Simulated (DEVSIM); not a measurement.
System: Schottky contact on n-type Ge, at 250 K.

```csv
layer (left to right),material,thickness (μm),Nd (cm⁻³),τn (s),τp (s)
1,Ge,29.0,1.8e16,3.9e-5,3.9e-5
```

Left contact: Schottky, work function 4.4 eV, emission velocity 8.9e6 cm/s. Right contact: ohmic. Voltage is applied to the left contact. Recombination: SRH at mid-gap, radiative. Mobility is μmin + (μ − μmin)/(1 + (N/Nref)^α).

The device is made up for the run: typed textbook-type constants, with dimensions and the other settings drawn at random. Values at 300 K; Nc and Nv go as T^1.5, mobilities as T to minus their exponent, the gap by Varshni's rule with the affinity fixed.

```tsv
parameter	Ge
gap (eV)	0.664
affinity (eV)	4
permittivity	16
Nc (cm⁻³)	1.04e19
Nv (cm⁻³)	6e18
μn (cm²/Vs)	3900
μp (cm²/Vs)	1900
μn,min	150
μp,min	100
Nref,n	2.6e17
Nref,p	4e17
αn	0.56
αp	0.6
T exponent of μn	1.66
T exponent of μp	2.33
B (cm³/s)	6.4e-14
Varshni α (eV/K)	0.000477
Varshni β (K)	235
```

Model (solved in DEVSIM): 1D drift-diffusion, Boltzmann statistics, complete ionisation; no tunnelling, impact ionisation, image-force lowering or self-heating. Metal contacts follow the ideal Schottky-Mott rule: no Fermi-level pinning, no interface dipoles.

Question: Tabulate band edges, carrier densities and field at zero bias.

Answer: Energies count from the Fermi level of the right contact; mesh points crowd at the junctions.

```tsv
x (μm)	Ec (eV)	Ev (eV)	n (cm⁻³)	p (cm⁻³)	field (V/cm)
0.000	0.400	-0.283	6.8e10	9.1e12	-32000
0.01849	0.345	-0.338	8.9e11	7.0e11	-28000
0.04821	0.271	-0.412	2.8e13	2.2e10	-22000
0.1038	0.180	-0.503	1.9e15	3.3e8	-11000
0.2532	0.132	-0.551	1.7e16	3.6e7	-220
0.4469	0.131	-0.552	1.8e16	3.5e7	≈ 0
0.8092	0.131	-0.552	1.8e16	3.5e7	≈ 0
1.711	0.131	-0.552	1.8e16	3.5e7	≈ 0
3.046	0.131	-0.552	1.8e16	3.5e7	≈ 0
5.407	0.131	-0.552	1.8e16	3.5e7	≈ 0
9.585	0.131	-0.552	1.8e16	3.5e7	≈ 0
18.11	0.131	-0.552	1.8e16	3.5e7	≈ 0
22.85	0.131	-0.552	1.8e16	3.5e7	≈ 0
25.39	0.131	-0.552	1.8e16	3.5e7	≈ 0
27.35	0.131	-0.552	1.8e16	3.5e7	≈ 0
28.04	0.131	-0.552	1.8e16	3.5e7	≈ 0
28.47	0.131	-0.552	1.8e16	3.5e7	≈ 0
28.71	0.131	-0.552	1.8e16	3.5e7	≈ 0
28.87	0.131	-0.552	1.8e16	3.5e7	≈ 0
28.94	0.131	-0.552	1.8e16	3.5e7	≈ 0
28.98	0.131	-0.552	1.8e16	3.5e7	≈ 0
29.00	0.131	-0.552	1.8e16	3.5e7	≈ 0
```
